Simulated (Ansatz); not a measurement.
ScAg2 (I4/mmm, No. 139; cell taken from a computed entry)

Level of theory: LDA in Ansatz (PAW).

Run with plane-wave cutoff 500 eV, 22×22×22 k mesh, Fermi–Dirac smearing 0.1 eV, no spin polarisation, scalar-relativistic PAW data made under PBE.

Cell (relaxed at this level):

```cif
data_Ag4Sc2
_chemical_formula_sum 'Sc2 Ag4'
_space_group_name_H-M_alt 'I4/mmm'
_space_group_IT_number 139
_space_group_name_Hall '-I 4 2'
_cell_length_a 3.46294
_cell_length_b 3.46294
_cell_length_c 8.67986
_cell_angle_alpha 90.000
_cell_angle_beta 90.000
_cell_angle_gamma 90.000
loop_
_atom_site_label
_atom_site_type_symbol
_atom_site_symmetry_multiplicity
_atom_site_Wyckoff_symbol
_atom_site_fract_x
_atom_site_fract_y
_atom_site_fract_z
_atom_site_occupancy
Sc1 Sc 2 a 0.00000 0.00000 0.00000 1
Ag1 Ag 4 e 0.00000 0.00000 0.33298 1
```
(The calculation used a cell of 3 atoms; values per cell refer to that cell.)

```yaml
band_gap: none
```

Note: the relaxation could not lower the start's symmetry, so the cell can be a saddle point above a distorted one.

Spin–orbit coupling is not included.

Computed values are for the static lattice.

Ansatz is an electronic-structure program.
